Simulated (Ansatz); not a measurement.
Output of an Ansatz run (abridged):

```
WARN ansatz: RAYON_NUM_THREADS=1 ignored (pool sized by the plan → 1); use --threads N
Pseudopotentials: kind: paw
Pseudopotential: In, paw, valence charge 13
Pseudopotential: Se, paw, valence charge 16
Crystal: 5 atoms, lattice volume = 133.842 Å³
Basis set: ecut = 420 eV, 2627 PW (Γ), exchange–correlation on 54×54×144 points (8 copies of the dense FFT grid, shifted against one another)
Bands: 45, of which v1, the nominal top of the filled ones, is band 37 counted from 1 (36 counted from 0)
Symmetry: 1 space group operations
Space group: P1 (ITA 1), of the structure as read, at distance tolerance 5.1e-5 Å
k-points: 40 of 72 (time reversal used)
PAW frozen core: In, regenerated for the run's functional, and the local potential with it
PAW frozen core: Se, regenerated for the run's functional, and the local potential with it
Initial density: superposition of atomic densities (neutral atoms: chi_scale 0, normalization atom), corrected by the library's trained network
Initial wavefunctions: pseudopotential atomic-orbital guess
Eigensolver: davidson
Functional: x = pbesol(κ = 0.804, μ = 0.12345679012345678), c = pbesol(β = 0.046)
SCF iter   1: F=—  HF=-27325.795718 eV  |F-HF|=—  |Δ(HF+E_count)|=         —  Δρ=3.70e-3  dr2=2.39e-2  ethr=1.77e-3  ⟨swp⟩=6.9  Hψ=6962  notcnv=0
all-band conjugate gradients solve this SCF's bands
preconditioner: auto → LDOS
SCF iter   2: F=—  HF=-27325.790987 eV  |F-HF|=—  |Δ(HF+E_count)|=   4.73e-3  Δρ=2.44e-3  dr2=1.72e-2  ethr=3.22e-5  ⟨swp⟩=2.1  Hψ=3559  notcnv=0
SCF iter   3: F=—  HF=-27325.785651 eV  |F-HF|=—  |Δ(HF+E_count)|=   5.34e-3  Δρ=3.61e-4  dr2=6.33e-4  ethr=2.32e-5  ⟨swp⟩=2.4  Hψ=3199  notcnv=0
SCF iter   4: F=—  HF=-27325.785512 eV  |F-HF|=—  |Δ(HF+E_count)|=   1.39e-4  Δρ=9.26e-5  dr2=9.84e-6  ethr=8.55e-7  ⟨swp⟩=2.0  Hψ=2367  notcnv=0
SCF iter   5: F=—  HF=-27325.785518 eV  |F-HF|=—  |Δ(HF+E_count)|=   6.39e-6  Δρ=2.26e-5  dr2=9.72e-7  ethr=1.33e-8  ⟨swp⟩=2.0  Hψ=3195  notcnv=0
SCF iter   6: F=-27325.785518 eV  HF=-27325.785518 eV  |F-HF|=2.03e-8  |Δ(HF+E_count)|=   3.08e-7  Δρ=6.06e-6  dr2=4.95e-8  ethr=1.35e-10  ⟨swp⟩=9.9  Hψ=8758  notcnv=0
SCF 1 converged in 6 iterations: F = -27325.785518 eV  dr2 = 4.95e-8
SCF converged after 6 iterations
Free energy (F): -27325.785518 eV
Harris-Foulkes:  -27325.785518 eV  (|F-HF|=2.03e-8)
Internal energy: -27325.767526 eV  (E = F + TS)
E sigma→0 (E₀):  -27325.776522 eV
Entropy (-TS):   -0.017992 eV (-3.598 meV/atom)
Fermi energy:    7.255784 eV
--- Per-component energies (eV) ---
  E_band       = -1265.668501
  E_kinetic    = 842.498312
  E_local      = -10618.643752  (includes V_loc(G=0)·N_el)
  E_nonlocal   = -1039.160120
  E_hartree    = 4999.628297
  E_xc         = -735.309033
  E_vxc        = -492.123762  (∫ρ·V_xc dr)
  E_paw        = -13775.129948  (= ΣΔE_a)
  E_vpaw       = 42.515987  (= ΣTr[D̂ρ^β])
  E_aug_tail   = -0.001749  (compensation charges beyond the density's cutoff)
  E_ewald      = -7003.146690
  E_core_change = 3.497156  (= ΣΔE_core)
  E_smearing   = -0.017992  (= −TS)
  E_closure    = 0.000000  (closes the sum)
  Σ components = -27325.785518   (vs F -27325.785518, Δ=0.00e0)
--- Forces (eV/Å), atoms counted from 1 ---
  atom   1  In     0.00315640     0.00382267    -0.22740399
  atom   2  In    -0.00287759    -0.00359521    -0.10003136
  atom   3  Se    -0.00043973    -0.00045165     0.07767004
  atom   4  Se     0.00144618     0.00195414     0.10090176
  atom   5  Se    -0.00128545    -0.00173004     0.14889439
  max |Σ_I F_I| component: 3.08e-5 eV/Å
--- Stress (GPa, compression-positive) ---
       -0.704401       0.006736      -0.005047
        0.006736      -0.708548      -0.006759
       -0.005047      -0.006759      -0.424780
  P = ⅓ Tr σ = -0.6126 GPa (-6.126 kbar)
  The stress holds the Pulay correction. Without it, at fixed plane waves, as pw.x and ABINIT print it: P = -0.6425 GPa
--- Band table (eV; the first three rows and the last of 40) ---
  k-point 0: bands = ["-39.7415", "-39.7414", "-39.7291", "-39.7287", "-39.7230", "-39.5518", "-39.5518", "-39.5262", "-39.5261", "-39.5163", "-39.4165", "-39.4165", "-39.3967", "-39.3966", "-39.3887", "-6.8514", "-6.8513", "-6.8386", "-6.7538", [...]
  k-point 1: bands = ["-39.7415", "-39.7414", "-39.7291", "-39.7287", "-39.7230", "-39.5518", "-39.5518", "-39.5262", "-39.5261", "-39.5163", "-39.4165", "-39.4165", "-39.3967", "-39.3966", "-39.3887", "-6.8514", "-6.8513", "-6.8387", "-6.7538", [...]
  k-point 2: bands = ["-39.7414", "-39.7414", "-39.7291", "-39.7287", "-39.7230", "-39.5517", "-39.5517", "-39.5262", "-39.5261", "-39.5163", "-39.4165", "-39.4164", "-39.3967", "-39.3966", "-39.3887", "-6.9821", "-6.8659", "-6.8400", "-6.7955", [...]
  k-point 39: bands = ["-39.7415", "-39.7410", "-39.7291", "-39.7287", "-39.7228", "-39.5517", "-39.5514", "-39.5262", "-39.5262", "-39.5162", "-39.4165", "-39.4162", "-39.3967", "-39.3967", "-39.3886", "-7.2427", "-7.0765", "-6.8286", "-6.7942", [...]
```

The structure:

```
CELL_PARAMETERS angstrom
      3.96348     0.00000     0.00000
      1.98014     3.43370     0.00000
      0.01639     0.02825     9.83448
ATOMIC_POSITIONS crystal
  In 0.33315 0.33413 0.81545
  In 0.66685 0.66583 0.18963
  Se 0.00000 0.00000 0.00000
  Se 0.33344 0.33118 0.32365
  Se 0.66656 0.66882 0.67635
```

Q: Reconstruct the input of this run.

A: Other spellings and defaults could give the same log, and not every line can be read from it. The input that was run (DFT, PBEsol, plane waves, default PAW files made with PBE):

Ansatz 0.2 input:
```yaml
# In2Se3
crystal:
  lattice:
    - [3.963484, 0.000000, 0.000000]
    - [1.980140, 3.433701, 0.000000]
    - [0.016392, 0.028253, 9.834484]
  atoms:
    - { symbol: In, position: [0.333150, 0.334128, 0.815454] }
    - { symbol: In, position: [0.666850, 0.665830, 0.189630] }
    - { symbol: Se, position: [0.000000, 0.000000, 0.000000] }
    - { symbol: Se, position: [0.333440, 0.331180, 0.323650] }
    - { symbol: Se, position: [0.666560, 0.668820, 0.676350] }
basis:
  ecutwfc: 420.0 eV
kpoints:
  mp_grid: { grid: [6, 6, 2] }
hamiltonian:
  xc: pbesol
  pseudopotentials: { kind: paw }
scf:
  occupations: { method: gaussian, width: 0.2 eV }
output:
  forces: true
  eigenvalues: true
  stress: true
```

The starting cell comes from a database of computed structures (which also holds hypothetical and non-ambient phases and stackings), without a prior relaxation at this level. Its lattice was rescaled by up to half a per cent. One atom was moved a little off its site on purpose. Ansatz's pressure includes its estimate of the finite-basis (Pulay) stress. A gap is left out here, as mesh or smearing make it unsure.

Ansatz is a program for electronic structure.
